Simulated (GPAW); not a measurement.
**GPAW run on SrO (Fm-3m, 2 atoms in the cell): self-consistent single point**

Method: PBE, GPAW PAW datasets PBE (gpaw-data 1.0.1) (plane waves; GPAW).

The input file:

```python
from ase import Atoms
from ase.units import GPa
from gpaw import GPAW

atoms = Atoms(['Sr', 'O'],
              cell=[[0.000000, 2.580000, 2.580000],
                    [2.580000, 0.000000, 2.580000],
                    [2.580000, 2.580000, 0.000000]],
              scaled_positions=[[0.000000, 0.000000, 0.000000],
                                [0.500000, 0.500000, 0.500000]],
              pbc=True)

calc = GPAW(mode={'name': 'pw', 'ecut': 950},
            xc='PBE',
            kpts={'size': (8, 8, 8), 'gamma': True},
            occupations={'name': 'fermi-dirac', 'width': 0.05},
            nbands=-8,
            convergence={'bands': -6},
            symmetry={'symmorphic': False, 'tolerance': 0.0005},
            maxiter=100)

atoms.calc = calc

energy = atoms.get_potential_energy()
print('Energy (eV):', round(energy, 6))
forces = atoms.get_forces()
print('Forces (eV/Ang):')
print(forces.round(5))
stress = atoms.get_stress()
print('Stress (GPa, Voigt):', (stress / GPa).round(4))
```

Output, abridged:

```
Input parameters:
  convergence: {bands: -6}
  kpts: {gamma: True,
         size: (8, 8, 8)}
  maxiter: 100
  mode: {ecut: 950,
         name: pw}
  nbands: -8
  occupations: {name: fermi-dirac,
                width: 0.05}
  symmetry: {symmorphic: False,
             tolerance: 0.0005}
  xc: PBE

species:
  Sr:
    name: Strontium
    Z: 38.0
    valence: 10
    core: 28
    charge: 0.0
    file: Sr.PBE.gz

    # Using partial waves for Sr as LCAO basis

  O:
    name: Oxygen
    Z: 8.0
    valence: 6
    core: 2
    charge: 0.0
    file: O.PBE.gz

    # Using partial waves for O as LCAO basis

Reference energy: -88537.622309  # eV

Spin-paired calculation

Convergence criteria:
 Maximum [total energy] change in last 3 cyles: 0.0005 eV / valence electron
 Maximum integral of absolute [dens]ity change: 0.0001 electrons / valence electron
 Maximum integral of absolute [eigenst]ate change: 4e-08 eV^2 / valence electron
 Maximum number of scf [iter]ations: 100

Symmetries present (total): 48
Symmetries with fractional translations: 0
512 k-points: 8 x 8 x 8 Monkhorst-Pack grid + [1/16,1/16,1/16]
29 k-points in the irreducible part of the Brillouin zone
       k-points in crystal coordinates                weights
   0:     0.00000000    0.00000000    0.00000000          1/512
   1:     0.12500000    0.12500000    0.00000000          6/512
   2:     0.12500000    0.12500000    0.12500000          8/512
   [... 7 lines left out ...]
          ...
  28:     0.50000000    0.50000000    0.50000000          4/512

Wave functions: Plane wave expansion
  Cutoff energy: 950.000 eV
  Number of coefficients (min, max): 2259, 2303
  Pulay-stress correction: 0.000000 eV/Ang^3 (de/decut=0.000000)

Occupation numbers: Fermi-Dirac:
  width: 0.0500  # eV

Eigensolver

Densities:
  Coarse grid: 27*27*27 grid
  Fine grid: 54*54*54 grid
  Total Charge: 0.000000

Density mixing:
  Method: separate
  Backend: pulay
  Linear mixing parameter: 0.05
  old densities: 5
  Damping of long wavelength oscillations: 50

Hamiltonian:
  XC and Coulomb potentials evaluated on a 54*54*54 grid
  External potential:
    NoExternalPotential

XC parameters: PBE with 2 nearest neighbor stencil

Number of atoms: 2
Number of atomic orbitals: 9
Number of bands in calculation: 16
Number of valence electrons: 16
Bands to converge: 10

Density initialized from atomic densities
  9 bands from LCAO basis set
  7 bands from random numbers

Atomic positions and initial magnetic moments

Positions:
   0 Sr     0.000000    0.000000    0.000000    ( 0.0000,  0.0000,  0.0000)
   1 O      2.580000    2.580000    2.580000    ( 0.0000,  0.0000,  0.0000)

Unit cell:
           periodic     x           y           z      points  spacing
  1. axis:    yes    0.000000    2.580000    2.580000    27     0.1103
  2. axis:    yes    2.580000    0.000000    2.580000    27     0.1103
  3. axis:    yes    2.580000    2.580000    0.000000    27     0.1103

  Lengths:   3.648671   3.648671   3.648671
  Angles:   60.000000  60.000000  60.000000

Effective grid spacing dv^(1/3) = 0.1204

     iter     time        total  log10-change:
                         energy   eigst   dens
iter:   1 --:--:--   -13.854432   +2.12
iter:   2 --:--:--   -13.356812   +0.42  -0.97
iter:   3 --:--:--   -12.312887   -0.90  -1.02
iter:   4 --:--:--   -12.395425   -2.01  -1.30
iter:   5 --:--:--   -12.303712   -1.80  -1.41
iter:   6 --:--:--   -12.303059   -3.72  -2.46
iter:   7 --:--:--   -12.303754c  -4.48  -2.44
iter:   8 --:--:--   -12.302984c  -3.58  -2.49
iter:   9 --:--:--   -12.302796c  -5.22  -2.99
iter:  10 --:--:--   -12.302780c  -7.08  -3.15
iter:  11 --:--:--   -12.302650c  -4.84  -3.18
iter:  12 --:--:--   -12.302649c  -6.39  -4.02c
iter:  13 --:--:--   -12.302649c  -8.38c -4.21c

Converged after 13 iterations.

Dipole moment: (-0.000000, -0.000000, 0.000000) |e|*Ang

Energy contributions relative to reference atoms: (reference = -88537.622309)

Kinetic:        +15.539720
Potential:      -12.917537
External:        +0.000000
XC:             -14.822677
Entropy (-ST):   -0.000000
Local:           -0.102155
SIC:             +0.000000
--------------------------
Free energy:    -12.302649
Extrapolated:   -12.302649

Showing only first 2 kpts
 Kpt  Band  Eigenvalues  Occupancy
  0     6      5.02189    2.00000
  0     7      5.02189    2.00000
  0     8      8.96285    0.00000
  0     9     11.28686    0.00000

  1     6      4.95705    2.00000
  1     7      4.95705    2.00000
  1     8      9.72403    0.00000
  1     9     10.60782    0.00000

Fermi level: 6.01841

Gap: 3.366 eV
Transition (v -> c):
  (s=0, k=0, n=7, [0.00, 0.00, 0.00]) -> (s=0, k=24, n=8, [0.50, 0.50, 0.00])
Direct/indirect transitions are different
Direct gap: 3.451 eV
Transition at: (s=0, k=24, n=7, [0.50, 0.50, 0.00])
Energy (eV): -12.302649

Forces in eV/Ang:
  0 Sr    0.00000    0.00000    0.00000
  1 O     0.00000    0.00000    0.00000

Stress tensor:
    -0.014712     0.000000     0.000000
     0.000000    -0.014712     0.000000
     0.000000     0.000000    -0.014712
Stress (GPa, Voigt): [-2.3572 -2.3572 -2.3572  0.      0.      0.    ]
```

The run converged in 13 iterations. GPAW prints stress with tension positive.

At such cutoffs GPAW's stress carries a finite-basis (Pulay) error, which enters relaxed cells too; its log prints stress with tension positive.

The starting cell has typed, rounded lattice constants, without a prior relaxation at this level.
